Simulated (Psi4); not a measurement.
Psi4 1.11, R2SCAN/def2-svpd: Si(Cl)(H)2(NHiPr) (CC(C)N[SiH2]Cl), 16 atoms. The geometry is a generated start, not checked to be a minimum at this level.

task: gradient
method: r2scan
basis: def2-svpd
memory: 7 GB
scf_type: df (default)
guess: auto, which took SAD (default)
diis_max_vecs: 10 (default)
scf_initial_accelerator: adiis (default)
e_convergence: 1e-08 (default)
d_convergence: 1e-08 (default)
basis functions (reference run): 211
grid points (reference run): 2876720

```xyz
16

Si     2.3129     0.1365     0.1471
Cl     2.3441     0.8532     2.0289
N      0.7677    -0.5651    -0.0805
C     -0.5009     0.0612     0.2494
C     -0.9758     0.9926    -0.8672
C     -1.5377    -1.0228     0.5346
H      2.6557     1.2758    -0.7135
H      3.2653    -0.9570     0.0039
H      0.6554    -1.2142    -0.8440
H     -0.3408     0.6501     1.1582
H     -1.1036     0.4351    -1.7935
H     -0.2431     1.7787    -1.0345
H     -1.9249     1.4496    -0.6011
H     -1.7168    -1.6179    -0.3596
H     -1.1807    -1.6801     1.3230
H     -2.4769    -0.5758     0.8487
```
Charge 0, spin multiplicity 1.

Yardstick: the run with dft_radial_points = 200, dft_spherical_points = 974, dft_pruning_scheme = none (default), which is not proven converged either. One run each, on a shared machine, so no times are given.

Settings tried, all else as in the reference:
- dft_radial_points = 75 (default), dft_spherical_points = 302 (default), dft_pruning_scheme = robust
- dft_radial_points = 75 (default), dft_spherical_points = 434
- dft_radial_points = 50, dft_spherical_points = 194
- dft_radial_points = 25, dft_spherical_points = 50
- dft_radial_points = 35, dft_spherical_points = 110
- dft_radial_points = 99, dft_spherical_points = 590, dft_pruning_scheme = treutler
- dft_radial_points = 150, dft_spherical_points = 770
- dft_radial_points = 99, dft_spherical_points = 590, dft_pruning_scheme = robust
- dft_radial_points = 75 (default), dft_spherical_points = 302 (default)
- dft_radial_points = 99, dft_spherical_points = 590
- dft_radial_points = 75 (default), dft_spherical_points = 302 (default), dft_pruning_scheme = treutler

Which settings reproduce the reference to 10 meV/atom in energy, 100 meV/Å in forces (largest component)?

Within it: dft_radial_points = 150, dft_spherical_points = 770; dft_radial_points = 75 (default), dft_spherical_points = 434; dft_radial_points = 99, dft_spherical_points = 590, dft_pruning_scheme = treutler; dft_radial_points = 99, dft_spherical_points = 590, dft_pruning_scheme = robust; dft_radial_points = 99, dft_spherical_points = 590; dft_radial_points = 75 (default), dft_spherical_points = 302 (default), dft_pruning_scheme = treutler; dft_radial_points = 75 (default), dft_spherical_points = 302 (default); dft_radial_points = 75 (default), dft_spherical_points = 302 (default), dft_pruning_scheme = robust. Outside: dft_radial_points = 35, dft_spherical_points = 110; dft_radial_points = 50, dft_spherical_points = 194; dft_radial_points = 25, dft_spherical_points = 50.

| setting | grid points | energy against the reference | difference in forces (largest component) |
|---|---|---|---|
| the reference | 2876720 | — | — |
| dft_radial_points = 150, dft_spherical_points = 770 | 1717645 | −0.0036 meV/atom | 1.1 meV/Å |
| dft_radial_points = 75 (default), dft_spherical_points = 434 | 488282 | −0.34 meV/atom | 39 meV/Å |
| dft_radial_points = 99, dft_spherical_points = 590, dft_pruning_scheme = treutler | 450827 | +0.51 meV/atom | 39 meV/Å |
| dft_radial_points = 99, dft_spherical_points = 590, dft_pruning_scheme = robust | 607883 | +0.17 meV/atom | 40 meV/Å |
| dft_radial_points = 99, dft_spherical_points = 590 | 871911 | +0.17 meV/atom | 40 meV/Å |
| dft_radial_points = 75 (default), dft_spherical_points = 302 (default), dft_pruning_scheme = treutler | 185823 | −0.054 meV/atom | 43 meV/Å |
| dft_radial_points = 75 (default), dft_spherical_points = 302 (default) | 340035 | −0.35 meV/atom | 43 meV/Å |
| dft_radial_points = 75 (default), dft_spherical_points = 302 (default), dft_pruning_scheme = robust | 232287 | −0.35 meV/atom | 43 meV/Å |
| dft_radial_points = 35, dft_spherical_points = 110 | 58913 | −7.5 meV/atom | 150 meV/Å |
| dft_radial_points = 50, dft_spherical_points = 194 | 148079 | −0.33 meV/atom | 260 meV/Å |
| dft_radial_points = 25, dft_spherical_points = 50 | 19194 | +46 meV/atom | 1300 meV/Å |

Total energies are compared; such shifts often cancel in part in energy differences. The gradients leave out the derivatives of the grid weights. The tolerance is a choice made for this comparison.
